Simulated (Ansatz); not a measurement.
H2 on the (100) surface of germanium (2x1 monohydride; a constructed slab, bottom: dihydride, held), one in a cell of 66 Å², energies for each. Energies are against H2(g), without zero-point or thermal terms; each row is named by its start.

The numbers are results of PBE with D3(BJ) dispersion (plane waves to 420 eV, PAW; Ansatz, a quantum-chemistry and plane-wave program), not measurements.

Model: 46-atom slab, 12.3 Å thick at the start with caps and adatoms under the adsorbate (thin: gaps and levels are the slab's own), 3x3x1 mesh, Fermi-Dirac 0.01 eV, dipole correction, 24 atoms held, the rest relaxed; each run with such symmetry as its start has; no spin, no spin-orbit, no U.

A negative adsorption energy means that the adsorbate is more stable on the surface than in its reference. Heights count from the host atoms within 0.3 Å of the top one.

| starting site | E_ads (eV) | height (Å) | nearest host atom (Å) | bonded to | change of the vacuum step (eV) | lateral drift (Å) |
|---|---|---|---|---|---|---|
| top H | -0.03 | 3.12 | H 3.13 | none within bonding distance | 0.01 | 0.5 |
| hollow H-H-H-H over Ge at depth 4.3 Å | -0.06 | 1.37 | H 2.84 | none within bonding distance | -0.02 | 0.0 |
| bridge H-H (span 4.1 Å) | -0.04 | 2.12 | H 2.94 | none within bonding distance | -0.02 | 0.3 |
| bridge H-H (span 3.6 Å) | -0.04 | 2.28 | H 2.69 | none within bonding distance | 0.00 | 0.0 |
